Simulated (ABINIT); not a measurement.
# Equation of state of diamond-structure Sn (space group 227): energy against volume (ABINIT, PBEsol)

```
Sn
1.0
    0.00000     3.15030     3.15030
    3.15030     0.00000     3.15030
    3.15030     3.15030     0.00000
Sn
2
Direct
  0.50000   0.50000   0.50000
  0.75000   0.75000   0.75000
```

Level of theory: PBEsol, norm-conserving pseudopotentials (PseudoDojo nc-sr-04 PBEsol standard) (plane waves; ABINIT). Settings: pseudos = [Sn.upf]; ecut = 1279 eV; occopt = 3; tsmear = 0.01 eV; ngkpt = 9 9 9; nshiftk = 1; shiftk = 0 0 0; potentials = PseudoDojo nc-sr-04 PBEsol standard; nband = 19; kptopt = 1; nstep = 60; tolvrs = 1e-12. The cell above is the first row's. The rows scale it uniformly. In all rows fractional positions and the k mesh are held. E is the free energy at the stated smearing, counted from the lowest row.

| V (Å^3/atom) | E (meV/atom) |
|---|---|
| 31.265 | 63.52 |
| 31.944 | 40.50 |
| 32.624 | 23.20 |
| 33.304 | 11.03 |
| 33.983 | 3.47 |
| 34.663 | 0.00 |
| 35.343 | 0.16 |
| 36.022 | 3.41 |
| 36.702 | ? |

Using the third-order Birch-Murnaghan form, a cubic in V^(-2/3), estimate the missing E at V = 36.702 from the other rows, showing the fit.

With u = V^(-2/3) - 0.0961, the rows have u = 0.0046614, 0.0032285, 0.0018434, 0.0005056, -0.0007855, -0.0020362, -0.0032466, -0.0044171. Least squares gives E = 7.610 + 6186.4·u + 1215732·u² + 6610810·u³. Residuals (row less fit): -0.013, 0.023, 0.013, -0.019, -0.027, 0.002, 0.047, -0.024; standard error 0.035 (degrees of freedom: 4). Its minimum lies at u = -0.0025994, so V0 = (0.0935006)^(-3/2) = 34.98. There d²E/du² = 2328000 and d³E/du³ = 3.966e7, so B0 = (4/9) × 34.98^(-7/3) × 2328000 × 0.160218 = 41.4 GPa (the last factor turns the table's units into GPa), and B0' = 4 + (2/3) × 0.0935006 × (3.966e7)/2328000 = 5.1. The program's pressures in the fitted runs (not shown) pass through zero at V = 34.97, 0.02 % from this V0. At the withheld row, u = -0.0055531, so E = 7.610 + 6186.4 × (-0.0055531) + 1215732 × (-0.0055531)² + 6610810 × (-0.0055531)³ = 9.614 meV/atom. The calculation gives 9.47 meV/atom, 0.144 meV/atom below the prediction (0.2 % of the range of E in the table). The row lies outside the fitted rows, so this is an extrapolation. From the scatter of the fitted rows alone, a prediction at this place has a standard error of 0.084 meV/atom, so the miss is 1.7 times that.

Carrying the step between the two nearest rows on in a straight line would have given 6.66, off by 2.81; series whose last step already gives the withheld value aren't shown. The scan was laid around a cell of about the measured size, scaled by a guess for this functional. This is grey tin, the low-temperature phase. The runs keep the symmetry of the cell, so they don't test it for distortions. The PBEsol file for Sn was generated anew from PseudoDojo's inputs, some of which were changed. Cutoffs and mesh are single choices, not tested for convergence of this quantity. Series with a scatter that would blur these digits, or in which a gap closes, are not shown. Nor are scans whose minimum lies at an end fitted in this form.
